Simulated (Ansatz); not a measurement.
# BN, response to strain

Base system: BN in the zinc blende structure (space group F-43m, No. 216; a = 3.610 Å).

Strains are applied to the cell and any free atomic positions relax.

The values are results of Ansatz (a quantum-chemistry and plane-wave program) r2SCAN, without spin-orbit coupling, not measurements.

| isotropic strain (%) | pressure (GPa) |
|---|---|
| -5.31 | 86.1 |
| -2.65 | 36.5 |
| -1.87 | 24.6 |
| -1.26 | ? |
| 0 | 0.0 |

Q: Fit P = P₀ − Bδ + Cδ² with δ = (1 + ε)³ − 1 to the rows shown and predict the withheld row.

A: Least squares on the printed values gives P₀ = 0.0 GPa, B = 371 GPa, C = 1320 GPa (largest residual 0.2 GPa); this predicts 15.7 GPa, and the run gives 16.0 GPa, 0.3 higher.

No phonon test of stability was made.
